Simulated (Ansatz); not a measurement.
For Y₃Si₅ (model structure, started from the Yb3Si5 type, P-62m, No. 189, 8 atoms in the cell), PBEsol in Ansatz (PAW) gives:

| Quantity | Value |
|---|---|
| lattice parameter a | 6.507 Å |
| lattice parameter c | 4.146 Å |
| bulk modulus B0 | 87.3 GPa |
| cohesive energy | 5.59 eV/atom |

Task: What does r²SCAN (Ansatz, an electronic-structure program, plane waves, PAW) give for the same quantities?

Result: 
- lattice constant a: 6.641 Å (grows by 2.1 %)
- lattice parameter c: 4.162 Å (grows by 0.4 %)
- bulk modulus: 76.0 GPa (drops by 13 %)
- cohesive energy: 5.17 eV/atom (falls by 0.42 eV/atom)

Changes are worked out from the printed values.

Unless a cell is named, each level is at its own relaxed cell (PBEsol 19.00, r²SCAN 19.87 Å³/atom).

The crystal itself was run without spin with PBEsol, r²SCAN; a magnetic state was not tried in these runs.

Caveats: the bulk modulus is −V dP/dV from two relaxed cells at ±2 % in volume (PBEsol, r²SCAN). Ansatz's density-functional and Hartree–Fock values are scalar-relativistic unless marked +SOC, with PAW data made under PBE.

A model structure was made by putting elements into a prototype or built by hand; it is no filed structure, need not be a known phase, and can be a saddle point held by its symmetry.
